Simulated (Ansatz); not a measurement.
## What biaxial strain −0.94 %, plane normal [001], relaxed out of plane does to SiO2

The reference is SiO2 (space group I4/mmm, No. 139; a = 8.972 Å, c = 5.251 Å; a cell from a computed database, its experimental status unchecked). Axes: x, y, z lie along a, b, c of the conventional cell.

Modification: compressive biaxial strain of 0.94 % in the plane normal to [001], as in epitaxy on a mismatched substrate; the out-of-plane cell vector and the atoms relax.

Method: PBEsol (Ansatz, a program for electronic structure; PAW; 420 eV plane waves; no SOC). k-mesh 6×6×6 (Γ-centred); smearing 0.05 eV (Fermi–Dirac).

| quantity | base | changed | shift |
|---|---|---|---|
| volume per atom | 17.61 Å³ | 17.43 Å³ | -0.18 Å³ |
| space group | I4/mmm (No. 139) | I4/mmm (No. 139) | – |
| shortest interatomic distance | 1.607 Å | 1.605 Å | -0.002 Å |
| energy relative to the base (free energy F) | 0 meV/atom | +1.6 meV/atom | +1.6 meV/atom |
| band gap | 5.48 eV | 5.47 eV | -0.004 eV |
| gap character | direct at Γ | direct at Γ | – |
| width of the top valence band | 0.36 eV | 0.40 eV | +0.04 eV |
| valence-band top at Γ (three highest levels, from the VBM) | – | 0.00, -0.07, -0.80 eV | – |
| out-of-plane strain | – | +0.88 % | – |
| ratio −ε⊥/ε∥ | – | 0.94 | – |

A biaxial case was relaxed in a doubled cell and then solved in the primitive one. Stability against distortions was not tested.
